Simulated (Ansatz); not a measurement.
CdSe, response to strain

Consider CdSe in the zinc blende structure (space group F-43m, No. 216; a = 6.1964 Å).

Strains are applied to the cell and any free atomic positions relax.

The values are results of plane-wave PAW DFT at the PBE level (Ansatz, a program for electronic structure, 420 eV), without spin-orbit coupling, not measurements.

Notes on the quantities. energy relative to the base: free energy F.

| isotropic strain (%) | energy relative to the base (meV/atom) |
|---|---|
| -2.5 | 25.5 |
| -1.5 | 8.8 |
| -1 | 3.8 |
| -0.5 | ? |
| 0 | 0.0 |
| 0.5 | 0.9 |
| 1 | 3.7 |
| 1.5 | 8.0 |
| 3 | 30.3 |

Task: Fit ΔE = Aε² + Bε³ (ε in %) to the rows shown and predict the withheld row.

Result: Least squares on the printed values gives A = 3.75 and B = -0.13 meV/atom (largest residual 0.1 meV/atom); this predicts 1.0 meV/atom, and the run gives 0.9 meV/atom, in agreement.

Whether these cells are dynamically stable was not tested.
